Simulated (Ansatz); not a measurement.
Consider SiO2 in the rutile structure (space group P4_2/mnm, No. 136; a = 4.236 Å, c = 2.690 Å).

Level of theory: PBE in Ansatz (plane waves to 420 eV, PAW, no spin-orbit coupling), earlier PAW set.

Before the change:

| Quantity | Value |
|---|---|
| Gap between the host's bands | 5.05 eV |

Perturbation: 0.965 electrons added to each cell, a density of 2.0×10^22 cm⁻³, with a uniform compensating background at fixed cell and a 300 K Fermi–Dirac width.

Problem. What happens to the gap between the host's bands?

Solution. The gap between the host's bands shrinks by 0.42 eV to 4.63 eV.

Problem. Predict the new Fermi level from band edge.

Solution. The Fermi level relative to the doped band's edge (positive inside the band; to 0.05 eV) comes out as +2.35 eV.

Problem. What happens to the largest internal atomic displacement?

Solution. The largest internal atomic displacement comes out as 0.069 Å.

Charged cell with a jellium background: band edges are those of the host's band count, energies are not comparable with the neutral cell, and many-body gap narrowing is missing. Gaps are Kohn–Sham eigenvalue differences; semilocal functionals usually give less than the measured gap. No phonon test of stability was made.

Ansatz is a first-principles code.
